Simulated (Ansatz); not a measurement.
For MoTe₂ (model structure, started from the CdCl2 type, R-3m, No. 166, 3 atoms in the cell), PBEsol (Ansatz, an electronic-structure program, PAW) gives:

equilibrium lattice constant a: 3.441 Å
lattice parameter c: 20.848 Å

Problem. What does PBE-D3(BJ) (plane waves, PAW; Ansatz) give for the same quantities?

Solution. 
- lattice constant a: 3.444 Å (increases by 0.1 %)
- lattice parameter c: 20.548 Å (falls by 1.4 %)

Changes are worked out from the printed values.

Unless a cell is named, each level is at its own relaxed cell (PBEsol 23.75, PBE-D3(BJ) 23.45 Å³/atom).

Caveats: a distance lies near a switch of the dispersion term, which can move the cell (PBE-D3(BJ)). Ansatz's density-functional and Hartree–Fock values are scalar-relativistic unless marked +SOC, with PAW data made under PBE.

A model structure was made by putting elements into a prototype or built by hand; it is no filed structure, need not be a known phase, and can be a saddle point held by its symmetry.
